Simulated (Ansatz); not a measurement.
## SnTe (model structure, started from the wurtzite type, P6₃mc, No. 186, 4 atoms in the cell)

Calculation: r²SCAN in Ansatz (plane waves, PAW).

Run with plane-wave cutoff 560 eV, 12×12×4 k mesh (along the axes of the cell as run), Fermi–Dirac smearing 0.01 eV, scalar-relativistic PAW data made under PBE.

Cell (relaxed at this level):

```cif
data_Sn2Te2
_chemical_formula_sum 'Sn2 Te2'
_space_group_name_H-M_alt 'P 1'
_space_group_IT_number 1
_cell_length_a 5.39620
_cell_length_b 5.39620
_cell_length_c 6.48402
_cell_angle_alpha 90.000
_cell_angle_beta 90.000
_cell_angle_gamma 120.000
loop_
_space_group_symop_operation_xyz
  'x, y, z'
loop_
_atom_site_label
_atom_site_type_symbol
_atom_site_fract_x
_atom_site_fract_y
_atom_site_fract_z
_atom_site_occupancy
Sn1 Sn 0.66667 0.33333 0.04636 1
Sn2 Sn 0.33333 0.66667 0.54636 1
Te1 Te 0.66667 0.33333 0.57884 1
Te2 Te 0.33333 0.66667 0.07884 1
```

```yaml
band_gap: 0.61 eV
smallest_direct_gap_on_the_k_points_sampled: 0.84 eV
direct gap at Γ: 2.87 eV
```

Note: the relaxation could raise the start's symmetry but not lower it, so the cell can be a saddle point.

Spin–orbit coupling is not included; with these elements it can move the gap by several tenths of an eV or more.

The computed numbers hold no vibrational or temperature effects.

The result took around 2.2 core-minutes (rough).

A model structure was made by putting elements into a prototype or built by hand; it is no filed structure, need not be a known phase, and can be a saddle point held by its symmetry.

Ansatz is a first-principles code.
